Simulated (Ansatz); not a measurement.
## AlCo: pressure series

Consider AlCo in the CsCl type structure (space group Pm-3m, No. 221; non-magnetic).

```
AlCo
1.0
    2.85208     0.00000     0.00000
    0.00000     2.85208     0.00000
    0.00000     0.00000     2.85208
Al Co
1 1
Direct
  0.00000   0.00000   0.00000
  0.50000   0.50000   0.50000
```

Cell and atoms are relaxed at each pressure.

The values are results of Kohn–Sham DFT with the PBE functional, run in Ansatz (a quantum-chemistry and plane-wave program) with PAW and 420 eV plane waves, spin-orbit coupling left out, not measurements.

| pressure (GPa) | volume per atom (Å³/atom) |
|---|---|
| -2 | 11.732 |
| -1 | 11.665 |
| 0 | 11.600 |
| 0.9 | 11.542 |
| 2.1 | ? |
| 4.5 | 11.325 |
| 9 | 11.082 |
| 22.5 | 10.482 |
| 30 | 10.209 |

Fit the third-order Birch–Murnaghan form P(V) = (3B₀/2)[(V₀/V)^(7/3) − (V₀/V)^(5/3)]·[1 + (3/4)(B₀′ − 4)((V₀/V)^(2/3) − 1)] (squares taken in P) to the rows shown and predict the withheld row.

Least squares on the printed values gives V₀ = 11.599 Å³/atom, B₀ = 179 GPa, B₀′ = 4.2; this predicts 11.467 Å³/atom, and the run gives 11.468 Å³/atom, in agreement.

Measured bulk modulus of AlCo: 162 GPa (room temperature; as listed in Yamada, Ryo, Mohri, Tetsuo, arXiv (2019)); the computed value is for a static lattice, so the two differ by thermal effects too.

For one case the stability test of the SCF state gave doubtful readings. Load acts through the strain it causes; cell and atoms are relaxed under it. Whether these cells are dynamically stable was not tested. Competing high-pressure phases were not computed. Seeded moments were not kept for the base. All final runs are without spin polarisation.
